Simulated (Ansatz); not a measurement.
## What isotropic strain +2.55 % does to W

Start from W in the bcc (W type) structure (space group Im-3m, No. 229; a = 3.184 Å; relaxed with 0.1 eV smearing).

One thing is altered: the cell is scaled by 1.0255 in all directions, atoms relaxed at fixed cell.

All numbers come from PBE/PAW in Ansatz (a program for electronic structure), no spin-orbit coupling. Γ-centred 29×29×29 mesh, Fermi–Dirac width 0.1 eV.

The space group remains Im-3m (No. 229) and the shortest interatomic distance rises by 7.03 pm (275.7 pm → 282.8 pm). The energy goes up by 82 meV/atom and the band gap remains zero.

Final structure:

```yaml
crystal:
  lattice:
    - [-1.63249, 1.63249, 1.63249]
    - [1.63249, -1.63249, 1.63249]
    - [1.63249, 1.63249, -1.63249]
  atoms:
    - { symbol: W, position: [0.00000, 0.00000, 0.00000] }
```

Cost of the whole job for the changed cell (relaxation, final SCF and bands): roughly 15 core-seconds.

Stability against distortions was not tested. The final runs are not spin-polarised.
